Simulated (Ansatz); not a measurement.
A periodic model of amorphous Si24O51La2:

```yaml
crystal:
  lattice:
    - [10.53725, 0.00000, 0.00000]
    - [0.00000, 10.53725, 0.00000]
    - [0.00000, 0.00000, 10.53725]
  atoms:
    - { symbol: Si, position: [0.72839, 0.54088, 0.06055] }
    - { symbol: Si, position: [0.56963, 0.54143, 0.81049] }
    - { symbol: Si, position: [0.96547, 0.87871, 0.78522] }
    - { symbol: Si, position: [0.18424, 0.65201, 0.34236] }
    - { symbol: Si, position: [0.19685, 0.53071, 0.61797] }
    - { symbol: Si, position: [0.73090, 0.49671, 0.57083] }
    - { symbol: Si, position: [0.68012, 0.49691, 0.31510] }
    - { symbol: Si, position: [0.40035, 0.82682, 0.41795] }
    - { symbol: Si, position: [0.62451, 0.96397, 0.32469] }
    - { symbol: Si, position: [0.42299, 0.30539, 0.87146] }
    - { symbol: Si, position: [0.64490, 0.93634, 0.02595] }
    - { symbol: Si, position: [0.43616, 0.95622, 0.84732] }
    - { symbol: Si, position: [0.70640, 0.03251, 0.78314] }
    - { symbol: Si, position: [0.87169, 0.76563, 0.04024] }
    - { symbol: Si, position: [0.38702, 0.10438, 0.35178] }
    - { symbol: Si, position: [0.39154, 0.73534, 0.69902] }
    - { symbol: Si, position: [0.17674, 0.07881, 0.87570] }
    - { symbol: Si, position: [0.30250, 0.28296, 0.58433] }
    - { symbol: Si, position: [0.87238, 0.08814, 0.36572] }
    - { symbol: Si, position: [0.82268, 0.23233, 0.61036] }
    - { symbol: Si, position: [0.24997, 0.19910, 0.10130] }
    - { symbol: Si, position: [0.96117, 0.68973, 0.55087] }
    - { symbol: Si, position: [0.98502, 0.84764, 0.30845] }
    - { symbol: Si, position: [0.07590, 0.29746, 0.72107] }
    - { symbol: O, position: [0.82743, 0.93962, 0.74748] }
    - { symbol: O, position: [0.10795, 0.45218, 0.71747] }
    - { symbol: O, position: [0.35816, 0.82735, 0.81639] }
    - { symbol: O, position: [0.76971, 0.39278, 0.06408] }
    - { symbol: O, position: [0.91883, 0.76632, 0.42532] }
    - { symbol: O, position: [0.37749, 0.27576, 0.71924] }
    - { symbol: O, position: [0.33064, 0.69366, 0.37436] }
    - { symbol: O, position: [0.40660, 0.82019, 0.57138] }
    - { symbol: O, position: [0.83385, 0.48255, 0.32435] }
    - { symbol: O, position: [0.65015, 0.98372, 0.17190] }
    - { symbol: O, position: [0.15495, 0.23447, 0.60350] }
    - { symbol: O, position: [0.86044, 0.58382, 0.59419] }
    - { symbol: O, position: [0.49439, 0.93545, 0.99086] }
    - { symbol: O, position: [0.99698, 0.99759, 0.33772] }
    - { symbol: O, position: [0.10672, 0.61709, 0.50895] }
    - { symbol: O, position: [0.64171, 0.55634, 0.45868] }
    - { symbol: O, position: [0.87097, 0.61156, 0.05227] }
    - { symbol: O, position: [0.65573, 0.59221, 0.18894] }
    - { symbol: O, position: [0.27260, 0.63869, 0.69165] }
    - { symbol: O, position: [0.52371, 0.66691, 0.73256] }
    - { symbol: O, position: [0.71850, 0.04573, 0.94070] }
    - { symbol: O, position: [0.35477, 0.20266, 0.46499] }
    - { symbol: O, position: [0.54627, 0.23342, 0.92160] }
    - { symbol: O, position: [0.11983, 0.22178, 0.84771] }
    - { symbol: O, position: [0.12613, 0.78769, 0.29964] }
    - { symbol: O, position: [0.19080, 0.06984, 0.02947] }
    - { symbol: O, position: [0.54472, 0.83614, 0.35808] }
    - { symbol: O, position: [0.56347, 0.97379, 0.75733] }
    - { symbol: O, position: [0.75990, 0.97801, 0.39195] }
    - { symbol: O, position: [0.28855, 0.43449, 0.54027] }
    - { symbol: O, position: [0.64788, 0.58005, 0.93601] }
    - { symbol: O, position: [0.31795, 0.28770, 0.98979] }
    - { symbol: O, position: [0.44705, 0.45996, 0.85574] }
    - { symbol: O, position: [0.32485, 0.06174, 0.82669] }
    - { symbol: O, position: [0.66475, 0.47606, 0.70897] }
    - { symbol: O, position: [0.95994, 0.80477, 0.92093] }
    - { symbol: O, position: [0.72445, 0.80724, 0.01069] }
    - { symbol: O, position: [0.91321, 0.82960, 0.17329] }
    - { symbol: O, position: [0.71702, 0.15582, 0.69345] }
    - { symbol: O, position: [0.84047, 0.18849, 0.25590] }
    - { symbol: O, position: [0.92462, 0.28476, 0.71360] }
    - { symbol: O, position: [0.14339, 0.53208, 0.26692] }
    - { symbol: O, position: [0.00074, 0.78027, 0.66961] }
    - { symbol: O, position: [0.08087, 0.98057, 0.80307] }
    - { symbol: O, position: [0.76258, 0.34980, 0.53416] }
    - { symbol: O, position: [0.32978, 0.96094, 0.37786] }
    - { symbol: O, position: [0.54255, 0.09140, 0.35769] }
    - { symbol: O, position: [0.59466, 0.37308, 0.28441] }
    - { symbol: O, position: [0.36206, 0.15294, 0.20582] }
    - { symbol: O, position: [0.13963, 0.26576, 0.17726] }
    - { symbol: O, position: [0.89709, 0.14556, 0.50788] }
    - { symbol: La, position: [0.63183, 0.23435, 0.13340] }
    - { symbol: La, position: [0.97383, 0.39522, 0.19364] }
```

Methods: PBE, scalar-relativistic without spin-orbit coupling (Ansatz, an electronic-structure program); r2SCAN, scalar-relativistic without spin-orbit coupling (Ansatz); HSE06, scalar-relativistic without spin-orbit coupling (Ansatz). Neutral PBE cell, which sets geometry, pressure and energy: sampling: a 2×2×2 Γ-centred mesh; Fermi-Dirac width 0.02 eV; no spin polarisation. Exact exchange is cut at the faces of this 11 Å cell, which leaves hybrid gaps a finite-size error.

The cell was made by melting and quenching with the CHGNet potential and then relaxed with DFT. O atoms were pushed apart under 1.9 Å during the dynamics, to hinder bonds among them. The hot cell started wider than the set density and was brought back towards it in steps. It is the lowest in DFT energy of 2 quenches. It is a model cell: composition and starting density were chosen by hand, and all elements were melted together. No dispersion term was used. Its density started from a set value of 2.51 and ended at 2.51 g/cm³. The quench (nominally 400 K/ps over its main leg) was far faster than any real one, so the model tends to hold more defects than a real film. Values belong to this one cell and scatter from quench to quench. The volume was held where the preparation left it.

**Question.** Give the pressure, the energy against reference phases and the spacing of the highest filled and lowest empty levels.

**Answer.** 
- Pressure on a 2×2×2 Γ-centred mesh: 1.00 GPa
- Largest force and stress component on that mesh (the relaxation ran on the zone centre alone): 0.02 eV/Å and 2.6 GPa
- Energy relative to alpha cristobalite + hexagonal La2O3 (lowest mix at this level among the phases computed, not always the ambient ones): 0.110 eV/atom
- Level gap on a 2×2×2 Γ-centred mesh (PBE): 4.06 eV
- Level gap at the zone centre (PBE): 4.06 eV
- Level gap at the zone centre (r2SCAN): 4.67 eV
- Level gap at the zone centre (HSE06): 5.70 eV
- Distance between the nearest levels spread over more than a fifth of the atoms or a third of the atoms of their main element (six at least) (PBE, zone centre): 5.29 eV

**Question.** At PBE and the zone centre, how localised are the states just below and above the Fermi level (participation number: the atoms over which a state spreads)?

**Answer.** The highest filled state is spread over 4.0 atoms' worth, largest on O33, with weights by element (charge in smoothed Voronoi cells) O 0.95, La 0.03, Si 0.02. The lowest empty state is spread over 58.9 atoms' worth, largest on O39, with weights by element (charge in smoothed Voronoi cells) O 0.70, Si 0.27, La 0.04.

At PBE the levels at the filled edge of the gap are localised (band-tail or defect states), and the nearest spread-out levels lie 5.3 eV apart at the zone centre.

Bonds are counted up to Si-Si 2.60 Å, Si-O 2.08 Å, Si-La 3.20 Å, O-O 1.58 Å, O-La 3.00 Å, La-La 3.96 Å. Two cations that share two anions don't count as bonded, nor two that share one unless they lie closer than Si-Si 2.38 Å, Si-La 3.11 Å, La-La 3.85 Å.

Added carriers, by Ansatz with PBE, scalar-relativistic without spin-orbit coupling on the zone centre alone. Charged cells keep the cell fixed and stand in a uniform background, with no image correction, at a width of 0.01 eV; where the count is odd the moment is locked at 1 μB, unless the neutral cell bore moments. Each starts from the undistorted neutral geometry alone. PBE's self-interaction favours spread-out carriers, so it can miss traps that a hybrid finds.

**Question.** What happens at PBE when the cell takes an extra electron and the atoms relax?

**Answer.** Relaxation lowers the charged cell by 1.32 eV. The largest moves are O66 1.17 Å, O31 1.09 Å, O32 0.90 Å, O27 0.83 Å. The level that holds the added charge spreads over 3.3 atoms' worth, most on Si4 (weight 0.51): a localised (trapped) carrier, which neighbours of that atom can share. Bonds broken: Si4-O39, O71-La76. Made neutral again at that geometry, the cell lies +1.59 eV from the neutral start (a closed shell was imposed there, with levels 0.36 eV apart, so this is an upper bound).

**Question.** What happens at PBE when the cell takes a hole and the atoms relax?

**Answer.** Relaxation lowers the charged cell by 0.23 eV. The largest moves are O55 0.17 Å, O59 0.16 Å, O74 0.12 Å, Si7 0.11 Å. The level that was emptied spreads over 5.8 atoms' worth, most on O33 (weight 0.27): a localised (trapped) carrier, which neighbours of that atom can share. No bond crosses its cut-off with a change of over 0.15 Å (metal-metal contacts aside). Made neutral again at that geometry, the cell lies +0.31 eV from the neutral start.
